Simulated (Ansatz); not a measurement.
**ZnO under load (space group P6_3mc): band-edge transport data**

```xyz
4
Lattice="3.2468 0.0000 0.0000 -1.6234 2.8118 0.0000 0.0000 0.0000 5.2420" Properties=species:S:1:pos:R:3 pbc="T T T"
Zn     0.0000     1.8745    -0.0103
Zn     1.6234     0.9373     2.6107
O      0.0000     1.8745     1.9761
O      1.6234     0.9373     4.5971
```

Level of theory: PBE with spin-orbit coupling, rigid bands (plane waves, PAW; Ansatz, a program for electronic structure). Condition of this run: hydrostatic pressure of -2.2 GPa (compression positive) (the target of the relaxation). Cell: cell and atoms relaxed with PBEsol, then loaded as said.

```
Item                                                                                                                                                              Value
---------------------------------------------------------------------------------------------------------------------------------------  ------------------------------
band gap                                                                                                                                                        0.77 eV
electron conductivity mass (300 K, dilute)                                                                                                                     0.163 mₑ
hole conductivity mass (300 K, dilute)                                                                                                   1.89 (x), 1.89 (y), 2.8 (z) mₑ
effective density of states N_c (300 K)                                                                                                                     1.5e18 cm⁻³
effective density of states N_v (300 K)                                                                                                                     8.0e19 cm⁻³
density-of-states mass, electrons                                                                                                                              0.156 mₑ
density-of-states mass, holes                                                                                                                                    2.2 mₑ
Seebeck coefficient, n-type 1e19 cm⁻³, 300 K                                                                                                                   -97 μV/K
best n-type power factor at 300 K for τ = 10 fs (best axis; densities from 1e16 to 1e21 cm⁻³ tried, whether or not they can be reached)    1.47 μW/(cm·K²) at 3e18 cm⁻³
Seebeck coefficient, p-type 1e19 cm⁻³, 300 K                                                                                                                   439 μV/K
```

Rigid bands; masses and Seebeck coefficients take one relaxation time τ for all states and one kind of carrier; polarons and phonon drag are left out. Geometry: cell and atoms relaxed with PBEsol.
